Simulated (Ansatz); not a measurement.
tetragonal indium (0 0 1) on rutile TiO2 (0 0 1) (film strained to the substrate, started from cuts of the bulks and a machine-learned relaxation; slabs Ti10O20 and In8, which can lie off the formulas)

A periodic stack without vacuum, tetragonal indium (0 0 1) on rutile TiO2 (0 0 1) (film strained to the substrate, started from cuts of the bulks and a machine-learned relaxation; slabs Ti10O20 and In8, which can lie off the formulas): substrate slab Ti10O20, film In8, surface cells [[0, 1], [-1, 0]] and [[-1, 1], [-1, -1]], film strained by -1.4 and -1.4 %, outermost planes OTi/OTi and In/In as cut, which need not be the usual terminations and can put a slab off its formula.

The start was prepared with a machine-learned potential, and the result is one local minimum, with the in-plane cell held and forces under 0.04 eV/Å; the film can end far from its bulk form.

All values below come from PBE (plane waves to 420 eV, PAW; Ansatz, a program for electronic structure). Spin–orbit coupling is left out; the runs are not spin-polarised; PBE gaps are too small against experiment. Its k-point mesh 7×7×1, Fermi–Dirac width 0.05 eV.

The interface area is 21.6 Å² and the period comes out as 26.30 Å. The heights between the nearest atoms of the two slabs at the two interfaces is 2.12 and 2.13 Å and the In–Ti contacts across the interfaces within 1.22 times the sum of covalent radii is 4, mean 3.29 Å. The In–O contacts across the interfaces within 1.22 times the sum of covalent radii is 2, mean 2.50 Å.

```xyz
38
Lattice="4.6424 -0.0004 0.1013 -0.0003 4.6434 0.0325 -0.9743 2.1184 26.2985" Properties=species:S:1:pos:R:3 pbc="T T T"
Ti     0.1383     4.6994     2.5804
Ti     2.4839     2.3851     1.6535
O      1.5272     3.3056     2.8719
O      3.8513     3.7441     1.3850
O      1.1288     1.0298     1.2999
O      3.3819     1.4454     2.8996
Ti     0.0689     4.6805     5.6403
Ti     2.4144     2.3660     4.5800
O      1.4706     3.2691     5.8658
O      3.8245     3.7682     4.3947
O      1.0171     0.9620     4.3142
O      3.3004     1.4382     5.8931
Ti    -0.0010     4.6543     8.6463
Ti     2.3477     2.3406     7.5489
O      1.4017     3.2451     8.8598
O      3.7576     3.7493     7.3981
O      0.9432     0.9348     7.3173
O      3.2294     1.4164     8.8847
Ti    -0.0750     4.6341    11.6156
Ti     2.2709     2.3207    10.5541
O      1.3284     3.2288    11.8621
O      3.6867     3.7268    10.3902
O      0.8739     0.9147    10.3108
O      3.1625     1.3918    11.8889
Ti    -0.1404     4.6150    14.5423
Ti     2.2061     2.2966    13.6127
O      1.2172     3.2542    14.8758
O      3.6059     3.6911    13.3822
O      0.8171     5.5514    13.3382
O      3.1353     1.3254    14.8981
In     4.2629     2.2339    20.1097
In     1.9689     4.5527    19.9626
In     4.3828     4.5854    17.8146
In     2.0942     2.2801    17.0082
In     3.9229     2.2145    25.5450
In     1.6320     4.5343    24.7817
In     4.0533     4.5297    22.6292
In     1.7642     2.2127    22.4483
```
